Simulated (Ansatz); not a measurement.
PbSe under a change: pressure 2.1 GPa

The reference is PbSe in the rock salt structure (space group Fm-3m, No. 225; a = 6.041 Å).

The change: cell and atoms relaxed at a pressure of 2.1 GPa.

All numbers come from plane-wave PAW DFT at the LDA level (Ansatz, a program for electronic structure, 420 eV), without spin-orbit coupling. Settings: 10×10×10 k-points, 0.05 eV Fermi–Dirac smearing.

```tsv
quantity	base	changed	shift
volume per atom	27.55 Å³	26.64 Å³	-0.91 Å³
density	8.62 g/cm³	8.92 g/cm³	+0.30 g/cm³
lattice parameter a	6.041 Å	5.973 Å	-0.068 Å
band gap (uncertain: the edges found look like a band crossing or inverted bands; the changed cell)	zero	0.08 eV	–
```

Final structure:

```
CELL_PARAMETERS angstrom
      0.00000     2.98661     2.98661
      2.98661     0.00000     2.98661
      2.98661     2.98661     0.00000
ATOMIC_POSITIONS crystal
  Pb 0.00000 0.00000 0.00000
  Se 0.50000 0.50000 0.50000
```

Spin-orbit coupling, missing from the scalar runs, can matter with Pb. Load acts through the strain it causes; cell and atoms are relaxed under it. Whether these cells are dynamically stable was not tested. The final runs are not spin-polarised. Gaps under 0.05 eV, about the width of the smearing, are given as zero. The zero or small gap of PbSe can change with the level of theory.
